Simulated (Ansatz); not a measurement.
System: NbAs (I4₁md, No. 109, 4 atoms in the cell; start mp-2059). Method: LDA (Ansatz, a quantum-chemistry and plane-wave program, plane waves, PAW).

Numerical settings: plane-wave cutoff 520 eV, 22×22×22 k mesh, Fermi–Dirac smearing 0.05 eV, no spin polarisation, scalar-relativistic PAW data made under PBE.

Cell (relaxed at this level):

```xyz
4
Lattice="-1.7087 1.7087 5.7638 1.7087 -1.7087 5.7638 1.7087 1.7087 -5.7638" Properties=species:S:1:pos:R:3 pbc="T T T"
Nb     0.0000     0.0000     5.7551
Nb     1.7087     0.0000     2.8732
As     0.0000     0.0000    10.5794
As     0.0000     1.7087     1.9337
```

Problem. Give the computed bulk modulus.

Solution. 
bulk modulus: 184 GPa

Note: the run has no spin polarisation, so it can have missed a magnetic state; the bulk modulus is −V dP/dV from two relaxed cells at ±2 % in volume; the relaxation could not lower the start's symmetry, so the cell can be a saddle point above a distorted one.

The computed numbers hold no vibrational or temperature effects.

The result took very roughly 12 core-minutes.

A start named mp-… is a Materials Project structure, which need not be a measured phase.
